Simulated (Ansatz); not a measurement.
Base system: BAs in the zinc blende structure (space group F-43m, No. 216; a = 4.7839 Å).

The values are results of r2SCAN (Ansatz, a first-principles code), no SOC, not measurements.

Before the change:

| Property | Result |
|---|---|
| Hole mass | 0.21, 0.22, 0.22 mₑ (at Γ) |
| Gap character | indirect, Γ → Γ–X (76 % along) |
| Volume per atom | 13.69 Å³ |
| Band gap | 1.38 eV |

The change: full substitution B → Ga; the structure is relaxed again.

Tabulated Pauling electronegativity and covalent radius: B 2.04, 0.84 Å; Ga 1.81, 1.22 Å.

Question: How does this affect the hole mass, gap character, volume per atom and band gap?

Answer: The hole mass (degenerate bands, along [100]) changes from 0.21, 0.22, 0.22 mₑ (at Γ) to 0.050, 0.34, 0.34 mₑ (at Γ); the gap character becomes direct at Γ (base: indirect, Γ → Γ–X (76 % along)); the volume per atom grows by 9.06 Å³ to 22.75 Å³; the band gap shrinks by 0.42 eV to 0.96 eV.

Masses are band curvatures over ±0.01 Å⁻¹ around the edge. No phonon test of stability was made.
